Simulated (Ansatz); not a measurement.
Converging zone-centre phonons against the mesh: ZnNi (Pm-3m, 2 atoms in the cell)

```yaml
crystal:
  lattice:
    - [2.88046, 0.00000, 0.00000]
    - [0.00000, 2.88046, 0.00000]
    - [0.00000, 0.00000, 2.88046]
  atoms:
    - { symbol: Zn, position: [0.50000, 0.50000, 0.50000] }
    - { symbol: Ni, position: [0.00000, 0.00000, 0.00000] }
```

Method: LDA (PW92), default PAW files made with PBE (plane waves; Ansatz, a program for electronic structure).

Base settings: basis.ecutwfc = 30.9 Ry; kpoints.mp_grid.grid = 11 11 11; hamiltonian.xc = lda; hamiltonian.pseudopotentials = {kind: paw} (the program's default PAW files); scf.occupations.method = gaussian; scf.occupations.width = 0.0073 Ry.

In this ladder: phonons.method = dfpt.

Frequencies are those of the unrelaxed cell, without the LO-TO term of polar crystals.

Only quantities that move along the ladder and can be compared are tabulated.

Core times come from one kind of shared machine, to one figure; runs under 30 s give none.

The starting cell comes from a database of computed structures (which also holds hypothetical and non-ambient phases and stackings), without a prior relaxation at this level. Its lattice was rescaled by up to half a per cent. Spin polarisation is off. In the base run, with a pressure of about -12 GPa the cell is away from its equilibrium volume at this level.

```csv
kpoints.mp_grid.grid,highest zone-centre frequency (cm⁻¹),core time / last (rough)
3 3 3,201.9,–
4 4 4,221.8,–
5 5 5,216.9,–
6 6 6,218.0,–
7 7 7,218.7,–
9 9 9,218.9,–
14 14 14,219.2,0.3
17 17 17,219.4,0.4
21 21 21,219.3,0.6
26 26 26,219.3,1
```

Coarsest kpoints.mp_grid.grid that holds the highest zone-centre frequency within 5 cm⁻¹ of the last step, with all finer ones: 4 4 4; the step before is off by 17 cm⁻¹.

Keys are those of Ansatz 0.2.
